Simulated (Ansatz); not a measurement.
## What Pb vacancy does to PbS

The parent structure is an 8-atom supercell of PbS in the rock salt structure (space group Fm-3m, No. 225; a = 6.009 Å) at its relaxed geometry.

Now apply this change: one Pb atom is removed, atoms relaxed at fixed cell, starting from a slightly rattled geometry.

Level of theory: PBE in Ansatz (plane waves to 420 eV, PAW, no spin-orbit coupling), earlier PAW set. k-mesh 4×4×4 (Γ-centred); smearing 0.01 eV (Fermi–Dirac).

```json
[
 {"quantity": "pressure", "base": "0.1 GPa", "changed": "-2.4 GPa", "shift": "-2.5 GPa"},
 {"quantity": "largest displacement of a host atom from its site in the perfect cell", "base": "–", "changed": "0.22 Å", "shift": "–"}
]
```

Other magnetic orders, which the real material may have, were not ruled out. In so small a cell the defect repeats every few ångströms: this is an ordered compound, not a dilute defect. A case with no gap was solved on a k-mesh chosen for an insulator, which is coarse for it. The defect cell is spin-polarised and ends with 1.2 μB, a fractional moment that hangs on the mesh and smearing.

Ansatz is a quantum-chemistry and plane-wave program.
